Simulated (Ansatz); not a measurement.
Se on the As site (broken-bond start) in zinc-blende GaAs

The numbers are results of PBE, PAW (plane waves to 420 eV; Ansatz, a quantum-chemistry and plane-wave program), not measurements. Cell: 64 sites, 2×2×2; final energies on a 2×2×2 shifted mesh. Sites at the start: the As site; started 0.95 Å off site, one bond broken. Energies of charged states are corrected for periodic images (point charge plus alignment at distant sites). Dielectric constants: PBE linear response of the host. Host gap at this level: 0.16 eV. A cell of this size leaves errors of a few tenths of an eV. PBE closes or nearly closes this host's gap, so even the neutral cell can hold carriers in host bands. Spin–orbit coupling is left out. Each state is the lowest found from its start.

| charge | moment (μB) | largest move off a lattice site (Å) | image correction with alignment (eV) |
|---|---|---|---|
| +1 | not spin-polarised | 0.11 | 0.10 |
| 0* | quenched | 0.10 | – |
| −1* | not spin-polarised | 0.11 | – |

* At this level the carrier isn't localised at the defect: at charge 0 electrons occupy the conduction band; at charge −1 electrons occupy the conduction band. Such a state is shallow or no state of the defect, and this cell gives it no level.

Starting moments that weren't kept: charge 0 began with 1 μB and ended with 0.0.
